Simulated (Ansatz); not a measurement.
**Rh: transverse stress against strain**

Rh (fcc, Fm-3m, 13.238 Å³/atom at rest, cube axes along x, y and z) under a strain ε along a cube axis (axis z), the other axes held. LDA in Ansatz, a plane-wave DFT program (PAW, default set), 420 eV, 30×30×30 Γ-centred mesh, Fermi-Dirac smearing 0.10 eV; ions are relaxed within the symmetry of each cell. Stress is positive for a compressed cell.

Here s stands for strain and y for stress xx.

```
strain (%)  stress xx (GPa)
----------  ---------------
-3.00                     ?
-1.50                  3.58
-1.00                  2.34
-0.50                  1.14
0.00                   0.00
0.50                  -1.10
1.00                  -2.16
1.50                  -3.17
```

Using a straight line, estimate the missing y at s = -3.00 from the other rows, showing the fit.

Means: s 0, y 0.090. About the means, the sum of products is -15.745 and the sum of squares of s is 7.0000; the slope is their ratio. Least squares gives y = 0.090 - 2.2493·s. Residuals (row less fit): 0.116, 0.001, -0.075, -0.090, -0.065, -0.001, 0.114; standard error 0.094 (degrees of freedom: 5). The slope gives the elastic constant C12 = 225 ± 4 GPa. At the withheld row, y = 0.090 - 2.2493 × (-3.0) = 6.838 GPa. The calculation gives 7.62 GPa, 0.782 GPa above the prediction (7.2 % of the range of y in the table). The row lies outside the fitted rows, so this is an extrapolation. From the scatter of the fitted rows alone, a prediction at this place has a standard error of 0.147 GPa, so the miss is 5.3 times that.

One order more, fitted to all 13 runs of the series, follows each within 0.02, so the miss is the next term of a smooth law. In a metal these values are sensitive to mesh and smearing; energies are taken to zero smearing, stresses follow the free energy. Rows are the converged runs of the series near zero and its far end; series whose fitted rows scatter by over a few per cent of the range, as at a crossing or softening among them, aren't shown in this form. Most that stay on the fit to the last digits aren't either.
